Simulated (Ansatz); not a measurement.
# PBE against r2SCAN: BaTiO3, pressure −2 GPa

Take BaTiO$_{3}$ (space group P4mm, No. 99; a = 3.985 Å, c = 4.201 Å) as the base.

(Cell as relaxed with PBE.)

Levels (all Ansatz, a quantum-chemistry and plane-wave program, PAW): PBE (420 eV, without spin-orbit coupling); r2SCAN (500 eV, no spin-orbit coupling).

Each level relaxes its own structure.

| base | PBE | r2SCAN |
|---|---|---|
| volume per atom | 13.35 Å³ | 12.98 Å³ |
| lattice parameter a | 3.985 Å | 3.972 Å |
| band gap | 1.84 eV | 2.23 eV |

Perturbation: hydrostatic tension (pressure −2 GPa).

| quantity | PBE | r2SCAN |
|---|---|---|
| c/a ratio | 1.086 | 1.050 |
| volume per atom | 13.74 Å³ | 13.23 Å³ |

PBE's c/a ratio lies 0.036 above r2SCAN's; PBE's volume per atom lies 0.51 Å³ above r2SCAN's (3.8 %). Neither level is exact; r2SCAN is the comparison here, not a measurement.

Load acts through the strain it causes; cell and atoms are relaxed under it. Whether these cells are dynamically stable was not tested. All final runs are without spin polarisation.
